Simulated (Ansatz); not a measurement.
The reference is MgTe in the wurtzite structure (space group P6_3mc, No. 186; a = 4.609 Å, c = 7.500 Å).

Method: plane-wave PAW DFT at the PBE level (Ansatz, an electronic-structure program, 420 eV), without spin-orbit coupling.

Before the change:

The pressure is -0.1 kbar.

Perturbation: an isotropic linear strain of −1.80 %; the atoms relax in the strained cell.

Problem. Predict the new pressure and energy relative to the base.

Solution. The pressure (mean of the normal stresses, compression positive) grows by 20.7 kbar, from -0.1 kbar to 20.6 kbar; the energy grows by 11 meV/atom.

Whether these cells are dynamically stable was not tested.
